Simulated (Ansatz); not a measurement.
System: hcp Tb. Method: PBEsol (PAW; Ansatz, a quantum-chemistry and plane-wave program).

Settings: plane-wave cutoff 520 eV, 18×18×10 k mesh (along the axes of the cell as run), Fermi–Dirac smearing 0.05 eV, spin-polarised with parallel moments, scalar-relativistic PAW data made under PBE.

Energies at three volumes about the minimum:

```
V (Å³/atom)  E − E_lowest (meV/atom)
-----------  -----------------------
28.308                          1.15
28.886                          0.00
29.464                          1.14
```

### Question
Fit a parabola by hand: where is the minimum, and what is the bulk modulus?

### Answer
Slopes: (0.00 − 1.15)/(28.886 − 28.308) = -1.990 and (1.14 − 0.00)/(29.464 − 28.886) = 1.972 meV/Å³. Curvature E″ = 2 × (1.972 − (-1.990))/(29.464 − 28.308) = 6.855 meV/Å⁶. From the middle of the first interval, the slope vanishes at V0 = 28.5970 − (-1.990)/6.855 = 28.887 Å³/atom. B = V0 E″ = 28.887 × 6.855 meV/Å³ × 0.1602 GPa per meV/Å³ = 31.7 GPa. The full Birch–Murnaghan fit to all volumes gives V0 = 28.877 Å³/atom and B0 = 31.7 GPa.

Shape and atoms are relaxed at each volume.

Measured, for comparison: bulk modulus 38.7 GPa (room temperature, no zero-point or thermal correction; as tabulated in Wikipedia's data pages); equilibrium volume per atom 32.07 Å³/atom (room temperature, no zero-point or thermal correction; as tabulated in Söderlind et al. (2014), doi:10.1088/0953-8984/26/41/416001). Computed (rounded) less measured: bulk modulus -18 %, equilibrium volume per atom -9.9 %.

Note: the 4f shell is treated without U or exact exchange, so its levels and filling can be wrong; the collinear magnetic order is the start's and need not be the measured one; the bulk modulus comes from volumes at which shape and atoms were relaxed.
